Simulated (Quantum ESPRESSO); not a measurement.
Worked example: self-consistent single point of MgSiSb2 (P1, 8 atoms in the cell) in Quantum ESPRESSO.

Level of theory: PBEsol, GBRV 1.5 ultrasoft (PBESOL) pseudopotentials (plane waves; Quantum ESPRESSO).

The change in words: atoms moved at random. Reference geometry:
```yaml
crystal:
  lattice:
    - [3.22220, -3.22220, 5.97161]
    - [3.22220, 3.22220, 5.97161]
    - [-3.22220, -3.22220, 5.97161]
  atoms:
    - { symbol: Mg, position: [0.00000, 0.00000, 0.00000] }
    - { symbol: Mg, position: [0.50000, 0.25000, 0.75000] }
    - { symbol: Si, position: [0.00000, 0.50000, 0.50000] }
    - { symbol: Si, position: [0.50000, 0.75000, 0.25000] }
    - { symbol: Sb, position: [0.97008, 0.40492, 0.87500] }
    - { symbol: Sb, position: [0.52992, 0.62500, 0.59508] }
    - { symbol: Sb, position: [0.02992, 0.84508, 0.37500] }
    - { symbol: Sb, position: [0.47008, 0.12500, 0.15492] }
```

Reference input (self-consistent single point, DFT, PBEsol, plane waves, GBRV 1.5 ultrasoft (PBESOL) pseudopotentials): ecutwfc = 40 Ry; ecutrho = 200 Ry; occupations = fixed; K_POINTS = automatic 3 3 3 0 0 0; nbnd = 50; conv_thr = 1e-09 Ry; mixing_beta = 0.5. This run's input differs from it in these lines:

```diff
@@ -10,5 +10,3 @@
 &system
- ibrav = 7,
- A = 6.4444000000,
- C = 11.9432100000,
+ ibrav = 0,
  nat = 8,
@@ -29,12 +27,16 @@
 ATOMIC_POSITIONS crystal
-Mg    0.0000000000    0.0000000000    0.0000000000
-Mg   -0.5000000000    0.2500000000    0.7500000000
-Si    0.0000000000    0.5000000000    0.5000000000
-Si   -0.5000000000    0.7500000000    0.2500000000
-Sb   -0.0299200000    0.4049200000    0.8750000000
-Sb   -0.4700800000    0.6250000000    0.5950800000
-Sb   -0.9700800000    0.8450800000    0.3750000000
-Sb   -0.5299200000    0.1250000000    0.1549200000
+Mg    0.0018000000   -0.0021340000    0.0019590000
+Mg    0.7420800000    0.2577220000    0.5002740000
+Si    0.4875190000    0.4953550000   -0.0176220000
+Si    0.2545000000    0.7471670000    0.4981630000
+Sb    0.8773900000    0.4081840000    0.0344590000
+Sb    0.5942340000    0.6221230000    0.4739990000
+Sb    0.3794790000    0.8510000000    0.9773920000
+Sb    0.1629980000    0.1205830000    0.5313750000
 K_POINTS automatic
 3 3 3  0 0 0
+CELL_PARAMETERS angstrom
+  -3.2222000000     3.2222000000     5.9716050000
+   3.2222000000    -3.2222000000     5.9716050000
+   3.2222000000     3.2222000000    -5.9716050000
```

The program printed (abridged):

```
     Self-consistent Calculation

     iteration #  1     ecut=    40.00 Ry     beta= 0.50

---- Real-time Memory Report at c_bands before calling an iterative solver
           327 MiB given to the printing process from OS
           151 MiB allocation reported by mallinfo(arena+hblkhd)
------------------

     total energy              =   -1006.84765108 Ry
     estimated scf accuracy    <       3.99429283 Ry

     iteration #  2     ecut=    40.00 Ry     beta= 0.50

---- Real-time Memory Report at c_bands before calling an iterative solver
           445 MiB given to the printing process from OS
   [... lines left out ...]

---- Real-time Memory Report at c_bands before calling an iterative solver
           460 MiB given to the printing process from OS
           198 MiB allocation reported by mallinfo(arena+hblkhd)
------------------

     total energy              =   -1007.75421472 Ry
     estimated scf accuracy    <          4.3E-09 Ry

     iteration # 11     ecut=    40.00 Ry     beta= 0.50

---- Real-time Memory Report at c_bands before calling an iterative solver
           460 MiB given to the printing process from OS
           198 MiB allocation reported by mallinfo(arena+hblkhd)
------------------
     End of self-consistent calculation

     highest occupied, lowest unoccupied level (ev):     5.8380    6.5433

!    total energy              =   -1007.75421472 Ry
     estimated scf accuracy    <          2.4E-10 Ry

     convergence has been achieved in  11 iterations

     Forces acting on atoms (cartesian axes, Ry/au):

     atom    1 type  1   force =     0.00100566   -0.00382933    0.00207555
     atom    2 type  1   force =    -0.00973409    0.01827760   -0.00013997
     atom    3 type  2   force =     0.01701572    0.03250456    0.00225796
     atom    4 type  2   force =     0.01263038    0.00346220   -0.01282659
     atom    5 type  3   force =     0.00121438   -0.00541083   -0.00528760
     atom    6 type  3   force =    -0.01138353   -0.01622694    0.02439404
   [... lines left out ...]

     Total force =     0.062421     Total SCF correction =     0.000040

          total   stress  (Ry/bohr**3)                   (kbar)     P=      -15.60
  -0.00010450  -0.00001591   0.00004818          -15.37       -2.34        7.09
  -0.00001591  -0.00010313   0.00001645           -2.34      -15.17        2.42
   0.00004818   0.00001645  -0.00011047            7.09        2.42      -16.25

   JOB DONE.
```

The run converged in 11 iterations. Against the reference run the free energy goes up by 13.6 meV/atom, the pressure goes from -1.73 to -1.56 GPa, the largest force goes from 0.108 to 0.945 eV/Å and the gap on the mesh goes from 0.760 to 0.705 eV.

The starting cell comes from a database of computed structures (which also holds hypothetical and non-ambient phases and stackings), without a prior relaxation at this level. For this run, on top of that: atoms moved at random. Spin-orbit coupling is off.

Cost on one core of a shared machine: roughly 4 min.
